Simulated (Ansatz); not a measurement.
Results of r²SCAN (Ansatz, a first-principles code, PAW) for Cu2ZnSnSe4 (I-42m, No. 121).

Run with plane-wave cutoff 500 eV, 10×10×10 k mesh, Fermi–Dirac smearing 0.05 eV, no spin polarisation, scalar-relativistic PAW data made under PBE.

Computed at the level's own relaxed cell.

Task: Predict the volume per atom, lattice parameter a and c axis length.

Result: 
- volume per atom: 23.10 Å³/atom
- lattice parameter a: 5.690 Å
- c axis length: 11.415 Å

Spin–orbit coupling is not included.
